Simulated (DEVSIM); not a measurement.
System: Schottky contact on p-type Si, at 300 K.

| layer (left to right) | material | thickness (μm) | Na (cm⁻³) | τn (s) | τp (s) |
|---|---|---|---|---|---|
| 1 | Si | 14.0 | 1.5e16 | 0.00064 | 0.00064 |

Left contact: Schottky, work function 4.684 eV, emission velocity 1e7 cm/s. Right contact: ohmic. Voltage is applied to the left contact. Recombination: SRH at mid-gap, radiative. Gap narrowing is on: ΔEg = 6.92 meV × (l + √(l² + 0.5)), l = ln(N/1.3e17 cm⁻³), shared equally by both band edges. Mobility is constant in doping. Where it depends on doping, it is μmin + (μ − μmin)/(1 + (N/Nref)^α).

Constants are typed, rounded textbook-type inputs, not results; the design itself was drawn at random and stands for no fabricated device. Values at 300 K; Nc and Nv go as T^1.5, mobilities as T to minus their exponent, the gap by Varshni's rule with the affinity fixed. The table also holds parameters that only a changed run uses.

| parameter | Si |
|---|---|
| gap (eV) | 1.124 |
| affinity (eV) | 4.05 |
| permittivity | 11.7 |
| Nc (cm⁻³) | 2.86e19 |
| Nv (cm⁻³) | 3.1e19 |
| μn (cm²/Vs) | 1417 |
| μp (cm²/Vs) | 470 |
| μn,min | 52 |
| μp,min | 45 |
| Nref,n | 9.7e16 |
| Nref,p | 2.2e17 |
| αn | 0.68 |
| αp | 0.72 |
| T exponent of μn | 2.3 |
| T exponent of μp | 2.2 |
| B (cm³/s) | 4.7e-15 |
| Cn (cm⁶/s) | 2.8e-31 |
| Cp (cm⁶/s) | 9.9e-32 |
| Varshni α (eV/K) | 0.000473 |
| Varshni β (K) | 636 |

Simulated with DEVSIM: 1D drift-diffusion, Boltzmann statistics, complete ionisation; no tunnelling, impact ionisation, image-force lowering or self-heating. Metal contacts follow the ideal Schottky-Mott rule: no Fermi-level pinning, no interface dipoles.

Base results: potential step across the device at zero bias (V) 0.292; dark forward voltage at 100 A/cm² (V) 0.295; largest field in the device at zero bias (V/cm) 35000.

Question: What follows from this one change: doping Na of layer 1 1.5e+16 → 4.5e+17 cm^-3?

Answer: potential step across the device at zero bias 0.292 → 0.371 V; dark forward voltage at 100 A/cm² 0.295 → 0.149 V; largest field in the device at zero bias 35000 → 220000 V/cm.

Question: What follows from this one change: temperature 300 → 350 K?

Answer: potential step across the device at zero bias 0.292 → 0.239 V; dark forward voltage at 100 A/cm² 0.295 → 0.278 V; largest field in the device at zero bias 35000 → 31000 V/cm.

Question: What follows from this one change: metal work function 4.684 → 4.484 eV?

Answer: potential step across the device at zero bias 0.292 → 0.492 V; dark forward voltage at 100 A/cm² 0.295 → 0.495 V; largest field in the device at zero bias 35000 → 46000 V/cm.

Question: What follows from this one change: thickness of layer 1 14 → 2.8 μm?

Answer: potential step across the device at zero bias little changed (0.292 V); dark forward voltage at 100 A/cm² 0.295 → 0.196 V; largest field in the device at zero bias little changed (35000 V/cm).

Question: What follows from this one change: doping-dependent mobility in place of the constant one?

Answer: potential step across the device at zero bias little changed (0.292 V); dark forward voltage at 100 A/cm² 0.295 → 0.314 V; largest field in the device at zero bias little changed (35000 V/cm).
